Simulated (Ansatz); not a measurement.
System: cubic perovskite CsCdCl3. Method: HSE06 (plane waves, PAW; Ansatz, a program for electronic structure).

Settings: plane-wave cutoff 460 eV, 6×6×6 k mesh, Fermi–Dirac smearing 0.01 eV, scalar-relativistic PAW data made under PBE.

Cell (relaxed at this level):

```xyz
5
Lattice="5.2844 0.0000 0.0000 0.0000 5.2844 0.0000 0.0000 0.0000 5.2844" Properties=species:S:1:pos:R:3 pbc="T T T"
Cs     0.0000     0.0000     0.0000
Cd     2.6422     2.6422     2.6422
Cl     2.6422     0.0000     2.6422
Cl     0.0000     2.6422     2.6422
Cl     2.6422     2.6422     0.0000
```

Q: Estimate the bulk modulus, band gap, smallest direct gap on the k points sampled and pressure derivative B′ of the bulk modulus that the calculation returns.

A: 
- bulk modulus = 32.5 GPa
- band gap = 3.10 eV (on the SCF k mesh)
- smallest direct gap on the k points sampled = 3.65 eV
- pressure derivative B′ of the bulk modulus = 4.9

Spin–orbit coupling is not included.

Computed values are for the static lattice.

Computing time: roughly 25 core-minutes.
